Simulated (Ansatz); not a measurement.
## A computed series for Mg2Sn: pressure series

Base system: Mg2Sn (space group Fm-3m, No. 225).

```xyz
3
Lattice="0.0000 3.3319 3.3319 3.3319 0.0000 3.3319 3.3319 3.3319 0.0000" Properties=species:S:1:pos:R:3 pbc="T T T"
Mg     1.6660     1.6660     1.6660
Mg     4.9979     4.9979     4.9979
Sn     0.0000     0.0000     0.0000
```

Cell and atoms are relaxed at each pressure.

The values are results of LDA in Ansatz (plane waves to 420 eV, PAW, no spin-orbit coupling), not measurements.

```csv
P (GPa),V (Å³/atom)
-2.01,25.864
-1.00,25.220
0.89,24.207
2.09,23.666
4.50,22.734
8.99,21.379
15.00,20.032
22.50,18.775
29.99,17.803
```

A third-order Birch–Murnaghan fit to these points gives V₀ = 24.66 Å³/atom, B₀ = 47 GPa and B₀′ = 4.1. At pressure 30 GPa the volume is 72.2 % of V₀.

Load acts through the strain it causes; cell and atoms are relaxed under it. Whether these cells are dynamically stable was not tested. No other phases were tried under pressure.

Ansatz is a first-principles code.
